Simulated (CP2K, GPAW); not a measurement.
A GPAW input for a relaxation of cell and atoms of Mg₂Ge (Fm-3m, 3 atoms in the cell) (DFT LDA (Perdew-Wang 92), plane waves, GPAW PAW datasets LDA (gpaw-data 1.0.1)):

```python
from ase import Atoms
from ase.filters import FrechetCellFilter
from ase.optimize import BFGS
from ase.units import GPa
from gpaw import GPAW

atoms = Atoms(['Mg', 'Mg', 'Ge'],
              cell=[[0.000000, 3.184295, 3.184295],
                    [3.184295, 0.000000, 3.184295],
                    [3.184295, 3.184295, 0.000000]],
              positions=[[4.776442, 4.776442, 4.776442],
                         [1.592148, 1.592148, 1.592148],
                         [0.000000, 0.000000, 0.000000]],
              pbc=True)

calc = GPAW(mode={'name': 'pw', 'ecut': 800},
            xc='LDA',
            kpts=(9, 9, 9),
            occupations={'name': 'methfessel-paxton', 'width': 0.05, 'order': 0},
            nbands=-6,
            convergence={'forces': 0.001, 'density': 1e-05, 'bands': -4},
            symmetry={'symmorphic': False, 'tolerance': 0.0005},
            maxiter=100)

atoms.calc = calc

target = FrechetCellFilter(atoms)

opt = BFGS(target, logfile='-')
converged = opt.run(fmax=0.05, steps=40)
print('Relaxation converged:', converged)
print('Cell:', atoms.cell.cellpar().round(4))
print(atoms.get_scaled_positions().round(5))

energy = atoms.get_potential_energy()
print('Energy (eV):', round(energy, 6))
forces = atoms.get_forces()
print('Forces (eV/Ang):')
print(forces.round(5))
stress = atoms.get_stress()
print('Stress (GPa, Voigt):', (stress / GPa).round(4))
```

Task: Give the CP2K input for the same structure, mesh, smearing and functional.

Result: One input that does it (others would too):

```
&GLOBAL
  PROJECT bulk
  RUN_TYPE CELL_OPT
  PRINT_LEVEL MEDIUM
&END GLOBAL
&FORCE_EVAL
  METHOD Quickstep
  STRESS_TENSOR ANALYTICAL
  &DFT
    BASIS_SET_FILE_NAME BASIS_MOLOPT
    POTENTIAL_FILE_NAME GTH_POTENTIALS
    &QS
      METHOD GPW
      EPS_DEFAULT 1E-10
      EXTRAPOLATION USE_GUESS
    &END QS
    &MGRID
      CUTOFF 1000
      REL_CUTOFF 50
      NGRIDS 5
    &END MGRID
    &SCF
      SCF_GUESS ATOMIC
      EPS_SCF 1E-7
      MAX_SCF 100
      ADDED_MOS 5
      &DIAGONALIZATION
        ALGORITHM STANDARD
      &END DIAGONALIZATION
      &MIXING
        METHOD BROYDEN_MIXING
        ALPHA 0.4
        NBUFFER 10
      &END MIXING
      &SMEAR ON
        METHOD GAUSSIAN
        SIGMA [eV] 0.05
      &END SMEAR
    &END SCF
    &KPOINTS
      SCHEME MONKHORST-PACK 9 9 9
    &END KPOINTS
    &XC
      &XC_FUNCTIONAL PADE
      &END XC_FUNCTIONAL
    &END XC
    &PRINT
      &MO
        EIGENVALUES T
        OCCUPATION_NUMBERS T
        NDIGITS 8
        FILENAME mo
        &EACH
          QS_SCF 0
        &END EACH
        ADD_LAST NUMERIC
      &END MO
      &MULLIKEN ON
      &END MULLIKEN
    &END PRINT
  &END DFT
  &SUBSYS
    &CELL
      A 4.50327300 0.00000000 0.00000000
      B 2.25163700 3.89994900 0.00000000
      C 2.25163700 1.29998300 3.67690700
      PERIODIC XYZ
    &END CELL
    &COORD
      Mg       6.75491025     3.89994900     2.75768025
      Mg       2.25163675     1.29998300     0.91922675
      Ge       0.00000000     0.00000000     0.00000000
    &END COORD
    &KIND Mg
      BASIS_SET DZVP-MOLOPT-SR-GTH
      POTENTIAL GTH-PADE-q10
    &END KIND
    &KIND Ge
      BASIS_SET DZVP-MOLOPT-SR-GTH
      POTENTIAL GTH-PADE-q4
    &END KIND
  &END SUBSYS
  &PRINT
    &FORCES ON
    &END FORCES
    &STRESS_TENSOR ON
    &END STRESS_TENSOR
  &END PRINT
&END FORCE_EVAL
&MOTION
  &CELL_OPT
    OPTIMIZER BFGS
    MAX_ITER 60
    MAX_FORCE 4E-4
    RMS_FORCE 3E-4
    EXTERNAL_PRESSURE [GPa] 0
    PRESSURE_TOLERANCE [bar] 200
  &END CELL_OPT
  &PRINT
    &CELL ON
    &END CELL
    &RESTART OFF
    &END RESTART
    &RESTART_HISTORY OFF
    &END RESTART_HISTORY
  &END PRINT
&END MOTION
```

Basis, cutoffs, solver keys and any potentials are the target program's own. This input uses DFT LDA (Pade form), GPW, DZVP-MOLOPT-SR-GTH basis, GTH-PADE potentials (GTH_POTENTIALS). LDA parametrisations can differ slightly between programs.

The starting cell comes from a database of computed structures (which also holds hypothetical and non-ambient phases and stackings), without a prior relaxation at this level.
